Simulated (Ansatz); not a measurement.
# A computed series for Au: response to strain

The reference is Au in the fcc (Cu type) structure (space group Fm-3m, No. 225; relaxed with 0.1 eV smearing).

```cif
data_Au4
_chemical_formula_sum 'Au4'
_space_group_name_H-M_alt 'Fm-3m'
_space_group_IT_number 225
_space_group_name_Hall '-F 4 2 3'
_cell_length_a 4.08297
_cell_length_b 4.08297
_cell_length_c 4.08297
_cell_angle_alpha 90.000
_cell_angle_beta 90.000
_cell_angle_gamma 90.000
loop_
_atom_site_label
_atom_site_type_symbol
_atom_site_symmetry_multiplicity
_atom_site_Wyckoff_symbol
_atom_site_fract_x
_atom_site_fract_y
_atom_site_fract_z
_atom_site_occupancy
Au1 Au 4 a 0.00000 0.00000 0.00000 1
```
(The calculation used a cell of 1 atom; values per cell refer to that cell.)

Strains are applied to the cell and any free atomic positions relax.

Calculations: plane-wave PAW DFT at the PBEsol level (Ansatz, a quantum-chemistry and plane-wave program, 420 eV), no SOC.

Notes on the quantities. energy relative to the base: free energy F.

| variant | energy relative to the base | pressure | shortest interatomic distance |
|---|---|---|---|
| base | 0 meV/atom | 0.0 GPa | 2.887 Å |
| isotropic strain −2.50 % | +59 meV/atom | 16.5 GPa | 2.815 Å |
| isotropic strain −2.00 % | +37 meV/atom | 12.6 GPa | 2.829 Å |
| isotropic strain −1.50 % | +20 meV/atom | 9.0 GPa | 2.844 Å |
| isotropic strain −0.50 % | +2.1 meV/atom | 2.7 GPa | 2.873 Å |
| isotropic strain +0.50 % | +2.0 meV/atom | -2.5 GPa | 2.902 Å |
| isotropic strain +1.00 % | +8.0 meV/atom | -4.8 GPa | 2.916 Å |
| isotropic strain +2.00 % | [?] | [?] | 2.945 Å |
| isotropic strain +2.50 % | +46 meV/atom | -10.4 GPa | 2.959 Å |
| isotropic strain +3.00 % | +65 meV/atom | -12.0 GPa | 2.974 Å |

Complete the table.


- isotropic strain +2.00 %, energy relative to the base: +30 meV/atom
- isotropic strain +2.00 %, pressure: -8.7 GPa

No phonon test of stability was made.
